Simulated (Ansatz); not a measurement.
The reference is GaN (space group P4_2/mnm, No. 136; a = 5.4704 Å, c = 3.1829 Å; a hypothetical phase, not in the database extracts checked). Axes: x, y, z lie along a, b, c of the conventional cell.

The change: the symmetric strain tensor [-0.0083 0.0129 0.0186; 0.0129 0.0104 -0.0086; 0.0186 -0.0086 0.0177], atoms relaxed at fixed cell.

Levels (all Ansatz, a first-principles code, PAW): PBEsol (420 eV, spin-orbit coupling left out); HSE06 (420 eV, no spin-orbit coupling).

The geometry is relaxed with PBEsol.

| Property | Value |
|---|---|
| PBEsol lowest conduction level above the VBM at special points | Γ 1.56 eV; Y 3.77 eV; X 3.83 eV |

With HSE06 at the same geometry, the lowest conduction level above the VBM at special points becomes Γ 2.84 eV; Y 5.17 eV; X 5.23 eV (PBEsol: Γ 1.56 eV; Y 3.77 eV; X 3.83 eV).

Single points use the geometry relaxed with PBEsol. The levels and masses belong to the bands next to the band gap. Whether these cells are dynamically stable was not tested. k-point labels follow each cell's own Brillouin zone.
